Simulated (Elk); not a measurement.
Worked example: self-consistent single point of Si (Fd-3m, 2 atoms in the cell) in Elk

Method of the run: PBE, all-electron FP-LAPW, Elk's shipped species files, APW+lo basis with extra local orbitals (Elk 10.2.4).

This input was run:

```
tasks
  0

xctype
  20

rgkmax
  8.0

gmaxvr
  14.0

nxlo
  2

lorbcnd
  .true.

lmaxi
  3

swidth
  0.00183747

maxscl
  100

avec
    0.0000000000    5.1435510523    5.1435510523
    5.1435510523    0.0000000000    5.1435510523
    5.1435510523    5.1435510523    0.0000000000

atoms
  1
  'Si.in'
  2
  0.2500000000  0.2500000000  0.2500000000    0.0 0.0 0.0
  0.0000000000  0.0000000000  0.0000000000    0.0 0.0 0.0

ngridk
  8 8 8
```

Output, abridged:

```
│ Elk code version 10.2.4 │

All units are atomic (Hartree, Bohr, etc.)

│ Ground-state run starting from atomic densities │

Lattice vectors :
   0.000000000       5.143551052       5.143551052
   5.143551052       0.000000000       5.143551052
   5.143551052       5.143551052       0.000000000

Unit cell volume      :    272.1567813
Brillouin zone volume :   0.9114239678

Muffin-tin inner radius fraction :   0.1000000000E-01

Nuclei treated as point charges

Species :    1 (Si)
 parameters loaded from : Si.in
 name : silicon
 nuclear charge    :   -14.00000000
 electronic charge :    14.00000000
 atomic mass :    51196.73454
 muffin-tin radius :    2.200000000
 number of radial points in muffin-tin :    397
 atomic positions (lattice), magnetic fields (Cartesian) :
   1 :   0.12500000  0.12500000  0.12500000    0.00000000  0.00000000  0.00000000
   2 :  -0.12500000 -0.12500000 -0.12500000    0.00000000  0.00000000  0.00000000

Total number of atoms per unit cell :    2

Spin treatment :
 spin-unpolarised

Number of Bravais lattice symmetries :   48
Number of crystal symmetries         :   48
Crystal has inversion symmetry
Real symmetric eigensolver will be used

k-point grid :      8     8     8
k-point offset :    0.000000000       0.000000000       0.000000000
k-point set is reduced with full crystal symmetry group
Total number of k-points :       29

Muffin-tin radius times maximum |G+k| :    8.000000000
 using average radius
Maximum |G+k| for APW functions       :    3.636363636
Maximum (1/2)|G+k|²                   :    6.611570248
Maximum |G| for potential and density :    14.00000000
 potential will be trimmed for |G| > 2 gkmax
Constant for pseudocharge density :    8
Radial integration step length :    4

G-vector grid sizes :     35    35    35
Number of G-vectors :    12627

Maximum angular momentum used for
 APW functions                      :    8
 outer part of muffin-tin           :    6
 inner part of muffin-tin           :    3

Total nuclear charge    :   -28.00000000
Total core charge       :    20.00000000
Total valence charge    :    8.000000000
Total excess charge     :    0.000000000
Total electronic charge :    28.00000000

Effective Wigner radius, rₛ :    1.323907085

Number of empty states         :    8
Total number of valence states :   12
Total number of core states    :   20

Conduction state local-orbitals added automatically
Total number of local-orbitals :  130

Exchange-correlation functional :     20     0     0
 Perdew-Burke-Ernzerhof, Phys. Rev. Lett. 77, 3865 (1996)
 gradient requirement :    1
 generalised gradient approximation (GGA)

Smearing type :    3
 Fermi-Dirac
Smearing width :   0.1837470000E-02
Effective electronic temperature (K) :    580.2271348

Mixing type :    3
 Broyden mixing, J. Phys. A: Math. Gen. 17, L317 (1984)

Kohn-Sham potential initialised from atomic data

│ Self-consistent loop started │
│ Loop number : 1 │
 total energy                :     -583.247721730
│ Loop number : 2 │
 total energy                :     -583.215402011
RMS change in Kohn-Sham potential (target) :   0.6007951944     (  0.1000000000E-05)
Absolute change in total energy (target)   :   0.3231971976E-01 (  0.1000000000E-03)
│ Loop number : 3 │
 total energy                :     -581.693553878
RMS change in Kohn-Sham potential (target) :   0.3229032487     (  0.1000000000E-05)
Absolute change in total energy (target)   :    1.529928062     (  0.1000000000E-03)
│ Loop number : 4 │
 total energy                :     -580.706284488
RMS change in Kohn-Sham potential (target) :   0.1263486531     (  0.1000000000E-05)
Absolute change in total energy (target)   :    1.369751406     (  0.1000000000E-03)
│ Loop number : 5 │
 total energy                :     -580.306341400
RMS change in Kohn-Sham potential (target) :   0.3898924224E-01 (  0.1000000000E-05)
Absolute change in total energy (target)   :   0.7423809400     (  0.1000000000E-03)
│ Loop number : 6 │
 total energy                :     -580.184798868
RMS change in Kohn-Sham potential (target) :   0.9388457621E-02 (  0.1000000000E-05)
Absolute change in total energy (target)   :   0.3071377667     (  0.1000000000E-03)
│ Loop number : 7 │
 total energy                :     -580.149531439
RMS change in Kohn-Sham potential (target) :   0.6993643874E-03 (  0.1000000000E-05)
Absolute change in total energy (target)   :   0.1120518705     (  0.1000000000E-03)
│ Loop number : 8 │
 total energy                :     -580.151606144
RMS change in Kohn-Sham potential (target) :   0.2974239515E-03 (  0.1000000000E-05)
Absolute change in total energy (target)   :   0.2593826261E-01 (  0.1000000000E-03)
│ Loop number : 9 │
 total energy                :     -580.151670414
RMS change in Kohn-Sham potential (target) :   0.3246609458E-04 (  0.1000000000E-05)
Absolute change in total energy (target)   :   0.6420296000E-02 (  0.1000000000E-03)
│ Loop number : 10 │
 total energy                :     -580.150912022
RMS change in Kohn-Sham potential (target) :   0.7533603638E-05 (  0.1000000000E-05)
Absolute change in total energy (target)   :   0.2363465968E-02 (  0.1000000000E-03)
│ Loop number : 11 │
 total energy                :     -580.150600133
RMS change in Kohn-Sham potential (target) :   0.1667918412E-05 (  0.1000000000E-05)
Absolute change in total energy (target)   :   0.9027553666E-03 (  0.1000000000E-03)
│ Loop number : 12 │
 total energy                :     -580.150551669
RMS change in Kohn-Sham potential (target) :   0.6688340434E-06 (  0.1000000000E-05)
Absolute change in total energy (target)   :   0.2741522734E-03 (  0.1000000000E-03)
│ Loop number : 13 │
 total energy                :     -580.150529144
RMS change in Kohn-Sham potential (target) :   0.1617011649E-06 (  0.1000000000E-05)
Absolute change in total energy (target)   :   0.9106351195E-04 (  0.1000000000E-03)
Convergence targets achieved

│ Loop number : 14 │

Energies :
 Fermi                       :     0.213872000985
 sum of eigenvalues          :     -316.815344307
 electron kinetic            :      581.630117591
 core electron kinetic       :      570.643628033
 Coulomb                     :     -1119.95568091
 Coulomb potential           :     -844.500241991
 nuclear-nuclear             :     -86.7066475975
 electron-nuclear            :     -1221.99782464
 Hartree                     :      188.748791324
 Madelung                    :     -697.705559917
 xc potential                :     -53.9452199062
 exchange                    :     -40.7487703915
 correlation                 :     -1.07619691812
 electron entropic           :    -0.991673121954E-06
 total energy                :     -580.150531624

Density of states at Fermi energy :   0.3932228362E-01
 (states/Hartree/unit cell)

Estimated indirect band gap :   0.2283504370E-01
 from k-point      1 to k-point     18
Estimated direct band gap   :   0.9420627962E-01
 at k-point      1

Charges :
 core                        :    20.00000000
 valence                     :    8.000000000
 interstitial                :    3.407366648
 muffin-tins (core leakage)
  species :    1 (Si)
   atom    1                 :    12.29631668     (  0.1348463277E-02)
   atom    2                 :    12.29631668     (  0.1348463277E-02)
 total in muffin-tins        :    24.59263335
 total calculated charge     :    27.99273009
 total charge                :    28.00000000
 error                       :   0.7269910465E-02

│ Self-consistent loop stopped │
```

The run converged in 14 iterations. The count includes the last loop, which Elk runs after its targets are met.

The starting cell comes from a database of computed structures (which also holds hypothetical and non-ambient phases and stackings), without a prior relaxation at this level. Values depend on the basis (sphere radii, cutoffs, local orbitals), which need not be converged.
